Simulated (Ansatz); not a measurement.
Reference: BeS (F-43m), r2SCAN with spin-orbit coupling, rigid bands (plane waves, PAW; Ansatz, a program for electronic structure); axes and stresses refer to this cell.

```
CELL_PARAMETERS angstrom
      0.00000     2.43429     2.43429
      2.43429     0.00000     2.43429
      2.43429     2.43429     0.00000
ATOMIC_POSITIONS crystal
  Be 0.00000 0.00000 0.00000
  S  0.75000 0.75000 0.75000
```

The Seebeck coefficient, n-type 1e19 cm⁻³ is -276 μV/K, the hole conductivity mass is 0.79 mₑ and the electron conductivity mass is 0.37 mₑ.

Task: After one change the values are Seebeck coefficient, n-type 1e19 cm⁻³ -195 μV/K; hole conductivity mass 0.74 mₑ; electron conductivity mass 0.38 mₑ. What was changed between the two runs?
A. hydrostatic pressure 10 GPa
B. biaxial stress xx = yy = -2 GPa (compression positive)
C. biaxial stress xx = yy = 1 GPa (compression positive)
D. biaxial stress xx = yy = -1 GPa (compression positive)

Result: B, biaxial stress xx = yy = -2 GPa (compression positive)

Masses are for dilute carriers at 300 K, harmonic means over directions unless an axis is named. Seebeck coefficients are for the stated density at 300 K, with one relaxation time for all states and whether or not that doping can be reached. Stresses and pressures are the targets of the relaxation.  The structure type is held under load, also where the real crystal would transform.
